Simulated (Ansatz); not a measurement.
Base system: KF in the rock salt structure (space group Fm-3m, No. 225).

```xyz
2
Lattice="0.0000 2.6534 2.6534 2.6534 0.0000 2.6534 2.6534 2.6534 0.0000" Properties=species:S:1:pos:R:3 pbc="T T T"
K      0.0000     0.0000     0.0000
F      2.6534     2.6534     2.6534
```

Computed with PBEsol, PAW, 420 eV (Ansatz, a program for electronic structure; without spin-orbit coupling).

One change was made to it. Results:

```json
[
 {"quantity": "volume per atom", "base": "18.68 Å³", "after": "19.30 Å³"},
 {"quantity": "width of the top valence band", "base": "0.37 eV", "after": "0.35 eV"}
]
```

**Question.** Which change produced these results?
(A) pressure 5 GPa
(B) pressure −1 GPa
(C) pressure −2 GPa
(D) pressure 0.7 GPa

**Answer.** B, pressure −1 GPa. For comparison, the volume per atom in the other runs: pressure −2 GPa gives 20.06 Å³; pressure 5 GPa gives 16.67 Å³; pressure 0.7 GPa gives 18.31 Å³.

The levels and masses belong to the bands next to the band gap. Load acts through the strain it causes; cell and atoms are relaxed under it. Stability against distortions was not tested. Competing high-pressure phases were not computed.
